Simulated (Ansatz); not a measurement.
Given:

```xyz
2
Lattice="3.9000 0.0000 0.0000 0.0000 3.9000 0.0000 1.9500 -1.9500 2.8809" Properties=species:S:1:pos:R:3 pbc="T T T"
Be     0.0000     0.0000     0.0000
Te     3.9000     1.9500     1.4404
```

No spin polarisation.

Method: DFT with r2SCAN, PAW potentials and a 500 eV plane-wave cutoff in Ansatz (a program for electronic structure), spin-orbit coupling left out. k-mesh 10×10×10 (Γ-centred); smearing 0.05 eV (Fermi–Dirac).

Task: Estimate the electron mass.

Result: 1.9 mₑ along k, 0.25 mₑ across (at X).

Task: Predict the mean in-plane stress (compression positive).

Result: +3.1 GPa.

Task: What is the computed valence-band top at Γ (three highest levels, from the VBM)?

Result: 0.00, 0.00, -0.27 eV.

Spin-orbit coupling, missing from the scalar runs, can matter with Te. The levels and masses belong to the bands next to the band gap. The cells carry an imposed strain or load. Masses are band curvatures over ±0.01 Å⁻¹ around the edge. Along k means along the line from Γ to the band edge. No phonon test of stability was made. The cell was made from BeTe in the zinc blende structure (space group F-43m, No. 216) by this change: biaxial strain −2.50 %, plane normal [001], relaxed out of plane.
